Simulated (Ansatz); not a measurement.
Checking a run of Ansatz (a first-principles code) on CsSiBiS4 (P1, 28 atoms in the cell). The aim is a self-consistent single point with DFT, LDA (PW92), plane waves, default PAW files made with PBE.

Cell that was meant: a = 9.3351 Å, b = 6.9313 Å, c = 12.8115 Å, α = 90.00°, β = 109.10°, γ = 90.00°.

Part of the input:

Ansatz 0.2 input:
```yaml
    - { symbol: S, position: [0.68802200, 0.76644400, 0.44994900] }
    - { symbol: S, position: [0.68915400, 0.73509600, 0.95005000] }
    - { symbol: S, position: [0.31233900, 0.23659000, 0.54828500] }
basis:
  ecutrho_ratio: 1
kpoints:
  mp_grid: { grid: [2, 3, 2] }
hamiltonian:
```

Log, with long lists cut:

```
WARN basis.ecutwfc = 420 eV, the default
WARN basis.ecutrho_ratio = 1 (ecutrho = 420 eV) is below the records' recommended cutoff
   [... lines left out ...]
PAW frozen core: S, regenerated for the run's functional, and the local potential with it
Initial density: superposition of atomic densities (neutral atoms: chi_scale 0, normalization atom), corrected by the library's trained network
Initial wavefunctions: pseudopotential atomic-orbital guess
Eigensolver: davidson
Functional: x = slater, c = lda
SCF iter   1: F=—  HF=-86733.483370 eV  |F-HF|=—  |Δ(HF+E_count)|=         —  Δρ=5.52e-3  dr2=3.10e-1  ethr=1.77e-3  ⟨swp⟩=7.2  Hψ=4844  notcnv=0  defer=50
all-band conjugate gradients solve this SCF's bands
preconditioner: auto → Resta (q_TF=auto, 2.187 Å⁻¹)
SCF iter   2: F=—  HF=-86733.412597 eV  |F-HF|=—  |Δ(HF+E_count)|=   7.08e-2  S|Δr|=    0.00e0  Δρ=2.72e-3  dr2=4.68e-2  ethr=1.49e-4  ⟨swp⟩=2.5  Hψ=1656  notcnv=0  defer=130
   [... lines left out ...]
SCF iter   6: F=—  HF=-86733.399581 eV  |F-HF|=—  |Δ(HF+E_count)|=   4.68e-4  S|Δr|=    0.00e0  Δρ=1.74e-5  dr2=5.33e-6  ethr=1.66e-8  ⟨swp⟩=2.0  Hψ=1509  notcnv=0  defer=130
SCF iter   7: F=—  HF=-86733.399581 eV  |F-HF|=—  |Δ(HF+E_count)|=   1.38e-7  S|Δr|=    0.00e0  Δρ=4.74e-6  dr2=3.66e-7  ethr=2.56e-9  ⟨swp⟩=2.0  Hψ=1422  notcnv=0  defer=130
SCF iter   8: F=-86733.399581 eV  HF=-86733.399581 eV  |F-HF|=2.51e-8  |Δ(HF+E_count)|=   6.19e-8  S|Δr|=    0.00e0  Δρ=1.69e-6  dr2=4.93e-8  ethr=4.81e-11  ⟨swp⟩=15.0  Hψ=6265  notcnv=0
SCF 1 converged in 8 iterations: F = -86733.399581 eV  dr2 = 4.93e-8
Stability not checked (fill_not_monotonic)
Free energy (F): -86733.399581 eV
Internal energy: -86733.399581 eV  (E = F + TS)
E sigma→0 (E₀):  -86733.399581 eV
Fermi energy:    5.782181 eV
--- Forces (eV/Å), atoms counted from 1 ---
  atom   1  Cs     0.01642122    -0.01474038     0.00000272
  atom   2  Cs    -0.09795740     0.00439925    -0.04811697
  atom   3  Cs    -0.03922359    -0.02931642     0.08474312
  atom   4  Cs    -0.03043885     0.00925665    -0.03373526
   [... lines left out ...]
  P = ⅓ Tr σ = -0.4973 GPa (-4.973 kbar)
  The stress holds the Pulay correction, which leaves out the density cutoff's part. Without it, at fixed plane waves, as pw.x and ABINIT print it …
settings of this run that can trade accuracy for cost: basis.ecutrho_ratio < 4. Do not mix this run's numbers with those of runs without the same settings …
```

**Question.** Can these results be used? Check the input.

**Answer.** The results are close to the sound ones and would serve for rough work. The doubtful point is a density cutoff or grid that is too coarse. The charge density holds wave vectors up to twice those of the orbitals (four times the energy cutoff), and augmentation charges need more still. The run converged in 8 iterations without an error; against the sound input the free energy goes down by 4.8 meV/atom, the pressure goes from -0.70 to -0.50 GPa, the largest force hardly changes (0.793 to 0.794 eV/Å) and the gap on the mesh hardly changes (2.201 to 2.202 eV). The full log also holds (shortened here): “WARN basis.ecutrho_ratio = 1 (ecutrho = 420 eV) is below the records' recommended cutoff”. At a fixed set of plane waves, without the program's Pulay estimate, the pressure is -0.52 GPa against -0.71 GPa.

An input that runs soundly differs in these lines (not the only fix; some lines may just follow from the change or write a value another way):
```diff
-basis:
-  ecutrho_ratio: 1
```

With that input, the run converged in 8 iterations: free energy E − TS (on the zero of these files) -86733.2645 eV; top of the valence band (on the code's own zero) 4.65 eV; gap on the k-point mesh 2.20 eV; pressure -0.70 GPa; largest force (vector length) 0.793 eV/Å (DFT, LDA (PW92), plane waves, default PAW files made with PBE).

On the sound input: the starting cell comes from a database of published, mostly measured structures (it also holds non-ambient and calculated ones), without a prior relaxation at this level. Its atoms were displaced at random from the sites of space group no. 14. Spin-orbit coupling is off. Ansatz's pressure includes its estimate of the finite-basis (Pulay) stress.
